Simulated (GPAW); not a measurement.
Troubleshooting GPAW: a failed run on Li₂Sn₅ (P4/mbm, 14 atoms in the cell). The aim is a self-consistent single point with DFT PBEsol, plane waves, GPAW PAW datasets PBEsol (made by gpaw-setup).

Input as run:

```python
from ase import Atoms
from ase.units import GPa
from gpaw import GPAW, PW

atoms = Atoms(['Li', 'Li', 'Li', 'Li', 'Sn', 'Sn', 'Sn', 'Sn', 'Sn', 'Sn', 'Sn', 'Sn', 'Sn', 'Sn'],
              cell=[[10.479742, 0.000000, 0.000000],
                    [0.000000, 10.479742, 0.000000],
                    [0.000000, 0.000000, 3.163731]],
              scaled_positions=[[0.823830, 0.323830, 0.500000],
                                [0.176170, 0.676170, 0.500000],
                                [0.676170, 0.823830, 0.500000],
                                [0.323830, 0.176170, 0.500000],
                                [0.793740, 0.071980, 0.000000],
                                [0.206260, 0.928020, 0.000000],
                                [0.928020, 0.793740, 0.000000],
                                [0.071980, 0.206260, 0.000000],
                                [0.293740, 0.428020, 0.000000],
                                [0.706260, 0.571980, 0.000000],
                                [0.428020, 0.706260, 0.000000],
                                [0.571980, 0.293740, 0.000000],
                                [0.000000, 0.500000, 0.000000],
                                [0.500000, 0.000000, 0.000000]],
              pbc=True)

calc = GPAW(mode=PW(600),
            xc='PBEsol',
            kpts={'size': (2, 2, 5), 'gamma': True},
            occupations={'name': 'methfessel-paxton', 'width': 0.272, 'order': 0},
            nbands=71,
            convergence={'forces': 0.001},
            symmetry={'symmorphic': False, 'tolerance': 0.0005},
            maxiter=120)

atoms.calc = calc

energy = atoms.get_potential_energy()
print('Energy (eV):', round(energy, 6))
forces = atoms.get_forces()
print('Forces (eV/Ang):')
print(forces.round(5))
stress = atoms.get_stress()
print('Stress (GPa, Voigt):', (stress / GPa).round(4))
```

Output (repeated stretches shortened):

```
Input parameters:
  convergence: {forces: 0.001}
  kpts: {gamma: True,
         size: (2, 2, 5)}
  maxiter: 120
  mode: {ecut: 600.0,
         name: pw}
  nbands: 71
  occupations: {name: methfessel-paxton,
                order: 0,
                width: 0.272}
  symmetry: {symmorphic: False,
             tolerance: 0.0005}
  xc: PBEsol

species:
  Li:
    name: Lithium
    Z: 3.0
    valence: 1
    core: 2
    charge: 0.0
    file: Li.PBEsol.gz

    # Using partial waves for Li as LCAO basis

  Sn:
    name: Tin
    Z: 50.0
    valence: 14
    core: 36
    charge: 0.0
    file: Sn.PBEsol.gz

    # Using partial waves for Sn as LCAO basis

Reference energy: -1680163.176948  # eV

Spin-paired calculation

Traceback (most recent call last):
   [... frames left out ...]
ValueError: Too few bands!  Electrons: 144.000000, bands: 71
```

**Question.** From the messages shown, name the fault and mend the input.

**Answer.** The fault is too few bands; here the program stops on it instead of giving results. To fix it, raise the band count or leave it to the default. The program stopped before any SCF iteration.

An input that runs soundly differs in these lines (not the only fix; some lines may just follow from the change or write a value another way):
```diff
-            nbands=71,
+            nbands=-20,
```

With that input, the run converged in 25 iterations: free energy E − TS (from the program's reference atoms) -55.7085 eV; Fermi level (on the code's own zero) 5.35 eV; pressure -2.96 GPa; largest force (vector length) 0.112 eV/Å (DFT PBEsol, plane waves, GPAW PAW datasets PBEsol (made by gpaw-setup)).

On the sound input: the starting cell comes from a database of computed structures (which also holds hypothetical and non-ambient phases and stackings), without a prior relaxation at this level. Its lattice was rescaled by a random factor within 2.5 % of one. Without a gap this mesh is coarse (it stands for a supercell whose shortest vector is 16 Å).
